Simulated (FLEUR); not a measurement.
Worked example: self-consistent single point of Rb2Te (Fm-3m, 3 atoms in the cell) in FLEUR.

Level of theory: LDA (Vosko-Wilk-Nusair), all-electron FLAPW (FLEUR), scalar-relativistic valence with spin-orbit coupling in second variation (FLEUR).

```
Rb2Te
1.0
    0.00000     4.28111     4.28111
    4.28111     0.00000     4.28111
    4.28111     4.28111     0.00000
Rb Te
2 1
Cartesian
  2.14055   2.14055   2.14055
  6.42166   6.42166   6.42166
  0.00000   0.00000   0.00000
```

Reference input (self-consistent single point, DFT, LDA (Vosko-Wilk-Nusair), all-electron FLAPW (FLEUR), scalar-relativistic valence): Kmax = 3.8 1/bohr; GmaxXC = 15.2 1/bohr; xcFunctional = vwn; jspins = 1; l_soc = F; mode = hist; fermiSmearingEnergy = 0.00073499 Htr; mesh (inpgen div1-3) = 6 6 6; inpgen gamma flag = true; Gmax = 15.2 1/bohr; numbands = 0; maxIterBroyd = 40. This run's input differs from it in these lines:

```diff
@@ -17,2 +17,3 @@
 &kpt div1=6 div2=6 div3=6 gamma=t /
+&soc 0.0 0.0 /
 &end /
@@ -30,5 +31,5 @@
       <magnetism jspins="1"/>
-      <soc l_soc="F" theta="0.0" phi="0.0" spav="F"/>
+      <soc l_soc="T" theta="0.0" phi="0.0" spav="F"/>
       <expertModes spex="0" secvar="F"/>
-      <geometryOptimization l_f="T" forcealpha="1.0" forcemix="BFGS" epsdisp="0.00001" epsforce="0.00001"/>
+      <geometryOptimization l_f="F" forcealpha="1.0" forcemix="BFGS" epsdisp="0.00001" epsforce="0.00001"/>
       <ldaU l_linMix="F" mixParam="0.05" spinf="1.0"/>
```

Output (repeated stretches shortened):

```
 Iteration:     1   Distance:       3.23947037 me/bohr^3
 Iteration:     2   Distance:       2.89257892 me/bohr^3
 Iteration:     3   Distance:       1.44827867 me/bohr^3
 Iteration:     4   Distance:       1.07876739 me/bohr^3
 Iteration:     5   Distance:       0.56384423 me/bohr^3
   [... 51 lines left out ...]
 Iteration:    57   Distance:       0.00039231 me/bohr^3
 Iteration:    58   Distance:       0.00018665 me/bohr^3
 Iteration:    59   Distance:       0.00015709 me/bohr^3
 Iteration:    60   Distance:       0.00034615 me/bohr^3
 Run finished successfully
 Stop message:
   all done

[file out, last iteration]
             iter=     60
[...]
          total density-effective poten   -2.0928609094E+04
          total charge density-energy d   -3.6512501623E+02
 Updated energy parameters for spin:           1
[...]
 fermi energy and band-weighting factors:
   [... 11 lines left out ...]

[...]
FERMIE:
   [... lines left out ...]
          first approx. to ef    (T=0)  :   0.060567 htr   (energy of the highest occ. eigenvalue)
FERHIS:  Fermi-Energy by histogram:
          bandgap                     :   0.054050 htr
          charge neutrality (T=0)     :   0.000000    (zero if the highest occ. eigenvalue is "entirely" occupied)
 Direct bandgap for spin            1 :    6.1237824415206955E-002  Htr
   [... lines left out ...]
 ---->    total energy=                   -12747.3351514807 htr
 ---->    (input%tkb*entropy) TS=              0.0000000000 htr
 ---->    free energy=                    -12747.3351514807 htr
      extrapolation for T->0
 ---->    total electron energy=          -12747.3351514807 htr
 ***** TOTAL FORCES ON ATOMS *****
 TOTAL FORCE FOR ATOM TYPE=  1  X=  4.045   Y=  4.045   Z=  4.045
                       FX_TOT= 0.000000 FY_TOT= 0.000000 FZ_TOT= 0.000000
 TOTAL FORCE FOR ATOM TYPE=  2  X=  0.000   Y=  0.000   Z=  0.000
                       FX_TOT= 0.000000 FY_TOT= 0.000000 FZ_TOT= 0.000000
No new postions, force convergence required= 0.00001; max force distance= 0.00000
---->    distance of charge densities for spin  1                 it=   60:     0.000346 me/bohr**3
GENERALIZED ANDERSON MIXING: alpha=   0.05000 History-length=20
     ******* it= 60  is completed********
```

The run ended unconverged after 60 iterations. 

The starting cell comes from a database of computed structures (which also holds hypothetical and non-ambient phases and stackings), without a prior relaxation at this level. Values depend on the basis (sphere radii, cutoffs, local orbitals), which need not be converged.

Cost on one core of a shared machine: roughly 20 min.
